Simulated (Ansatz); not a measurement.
Pressure series in Be3N2

Base system: Be₃N₂ (space group P6_3/mmc, No. 194; a cell from a computed database, its experimental status unchecked).

Be3N2 has the hexagonal space group P6₃/mmc (No. 194), Pearson symbol hP10. Lattice parameters: a = b = 2.8371 Å, c = 9.7096 Å, α = β = 90.00°, γ = 120.00°. Be1 on 4f is surrounded by 1 N at 1.668 Å and 3 N at 1.806 Å (tetrahedral). Be2 on 2b has 3 N at 1.638 Å (trigonal planar). N1 on 2a has 6 Be at 1.806 Å (octahedral). N2 on 2c is surrounded by 5 Be at 1.638–1.668 Å (trigonal bipyramidal). (Neighbours: up to the widest gap in distance over summed covalent radii, below 1.35, at either atom; cation-cation and far metal-metal contacts left out.)

Cell and atoms are relaxed at each pressure.

Computed with PBEsol (Ansatz, an electronic-structure program, PAW, scalar-relativistic without spin-orbit coupling).

Two rows of this table had their results exchanged by mistake.

| pressure | volume per atom (Å³) | shortest distance (Å) | band gap |
|---|---|---|---|
| pressure −2 GPa | 6.83 | 1.643 | 3.23 eV |
| pressure −1 GPa | 6.80 | 1.640 | 3.24 eV |
| pressure 0.3 GPa | 6.76 | 1.637 | 3.25 eV |
| pressure 0.7 GPa | 6.75 | 1.636 | 3.25 eV |
| pressure 1.5 GPa | 6.49 | 1.617 | 3.32 eV |
| pressure 3 GPa | 6.68 | 1.631 | 3.27 eV |
| pressure 5 GPa | 6.62 | 1.627 | 3.29 eV |
| pressure 7.5 GPa | 6.55 | 1.622 | 3.30 eV |
| pressure 10 GPa | 6.72 | 1.635 | 3.26 eV |

Q: Which two?

A: The rows for pressure 1.5 GPa and pressure 10 GPa: the volume has to fall steadily with pressure, so 6.72 Å³ belongs to pressure 1.5 GPa and 6.49 Å³ to pressure 10 GPa.

Load acts through the strain it causes; cell and atoms are relaxed under it. Stability against distortions was not tested. Competing high-pressure phases were not computed.
